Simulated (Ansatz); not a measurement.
The starting structures come from a database of crystals and need not be the phases stable at ambient conditions.

Crystal: Sr₃Co(CN)₃ (P6_3/m, not sure to be the ambient phase, 20 atoms a cell, 17.9 Å³ an atom, -3 GPa at this level); planes in its conventional cell.

These are PBEsol (plane waves, PAW; Ansatz, a first-principles code) values and carry that method's errors.

The gap is the functional's own, uncorrected, and κ follows it; spin-orbit coupling is left out. Mid-gap values are interpolated between the computed energies.

| plane | area of the cell (Å²) | mid-gap κ (1/Å) | largest κ in the gap (1/Å) |
|---|---|---|---|
| (100) | 47.4 | 0.25 | 0.25 |
| (001) | 65.8 | … | … |

### Question
The slowest decay depends on the direction. Supply the withheld values.

### Answer

- (001), mid-gap κ (1/Å): 0.29
- (001), largest κ in the gap (1/Å): 0.29
